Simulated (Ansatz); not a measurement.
## The (11-21) surface of hcp Mg in its 1x1 cell, outermost plane spacing 0.76 Å in the ideal cut

Computed with PBE (plane waves to 420 eV, PAW; Ansatz, a first-principles code).

Model: 14-atom slab, 9.9 Å thick at the start (thin: gaps and levels are the slab's own), 8x7x1 mesh, Fermi-Dirac 0.1 eV, dipole correction, all atoms relaxed; start symmetry kept, larger cells not searched; no spin, no spin-orbit, no U.

```yaml
surface energy (mean of both faces): 0.75 J/m²
surface_energy_before_relaxation: 0.77 J/m²
work_function_of_the_top_face: 3.51 eV
energy_released_by_relaxation: 0.059 eV
cost: very roughly 8 core-minutes
```
